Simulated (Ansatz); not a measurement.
# Carrier doping in hypothetical P4_2/mnm MgO

Consider MgO (space group P4_2/mnm, No. 136; a = 5.565 Å, c = 3.292 Å; a hypothetical phase, not in the database extracts checked).

Carriers are added at fixed cell with a uniform background; the Fermi–Dirac width is that of 300 K.

Calculations: DFT with PBE, PAW potentials and a 420 eV plane-wave cutoff in Ansatz (a quantum-chemistry and plane-wave program), without spin-orbit coupling.

Notes on the quantities. Fermi level from band edge: Fermi level relative to the doped band's edge (positive inside the band; to 0.05 eV).

```tsv
electron density (10^21 cm⁻³)	Fermi level from band edge (eV)
2	1.25
3	1.50
5	?
10	2.70
```

**Question.** Fit E_F = C n^s, fitted as a line in log–log form (a parabolic band gives s = 2/3) to the rows shown and predict the withheld row.

**Answer.** Least squares on the printed values gives C = 0.89 eV, s = 0.48 (largest residual 0.01 eV); this predicts 1.93 eV, and the run gives 1.95 eV, in agreement.

Charged cell with a jellium background: band edges are those of the host's band count, energies are not comparable with the neutral cell, and many-body gap narrowing is missing. No phonon test of stability was made.
